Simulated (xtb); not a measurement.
xtb 6.7.1, GFN1-xTB: Zn(OMe)(amdMe)(NH3)2 (C[O][Zn]1(<-[NH3])(<-[NH3])[N](C)C(C)=[N]->1C), 29 atoms. The geometry is a generated start, not checked to be a minimum at this level.

```yaml
method: GFN1-xTB
"--acc": 1 (default)
"--etemp (K)": 300 (default)
detailed input (--input): "none: ANC optimiser, Lindh (1995) Hessian, microcycle=20, maxdispl=1.0, hlow=0.01 (default)"
basis_functions: 80
valence_electrons: 66
```

```xyz
29

Zn     0.1659     0.8432    -0.3219
O     -1.1444     1.9143    -1.0678
C     -2.4570     1.5623    -1.3329
H     -3.0586     1.4670    -0.4140
H     -2.9178     2.3504    -1.9506
H     -2.5438     0.6135    -1.8836
C      0.0645    -2.6797     1.4020
C      0.1320    -1.3405     0.7177
N      0.2423    -0.2146     1.3921
C      0.3154    -0.2183     2.8292
N      0.0822    -1.1800    -0.5850
C     -0.0828    -2.2979    -1.4783
H      0.2978    -3.4872     0.7144
H     -0.9403    -2.8348     1.7942
H      0.7649    -2.7120     2.2334
H      0.3105     0.8120     3.1799
H     -0.5365    -0.7381     3.2858
H      1.2366    -0.6935     3.1917
H     -0.1736    -1.9128    -2.4927
H      0.7774    -2.9799    -1.4484
H     -0.9874    -2.8779    -1.2565
N      0.9386     2.7657     0.5441
H      0.7246     2.8026     1.5316
H      0.1843     3.2312     0.0495
H      1.8020     3.2681     0.3836
N      1.5941     1.1133    -2.0128
H      1.9786     0.2228    -2.3043
H      2.3329     1.8041    -2.0068
H      0.8975     1.3964    -2.6936
```

Charge 0 and multiplicity 1 are set for this test and not shown to be the ground state.

The structure is relaxed from this start with --opt LEVEL for the levels crude, sloppy, loose, lax, normal, tight, vtight, extreme, once each. Up to the end of the extreme run atoms move by at most 0.64 Å along an axis.

Problem. Choose the cheapest level whose final energy lies within 1 meV of that of extreme.

Solution. vtight: 94 cycles against 152, ending 0.52 meV above.

```csv
level,cycles,energy above the extreme run (meV),gradient norm (eV/Å)
crude,4,34,0.32
sloppy,7,23,0.16
loose,14,9.2,0.19
lax,19,6.8,0.077
normal,31,4.0,0.034
tight,68,1.3,0.0043
vtight,94,0.52,0.0033
extreme,152,—,0.0026
```
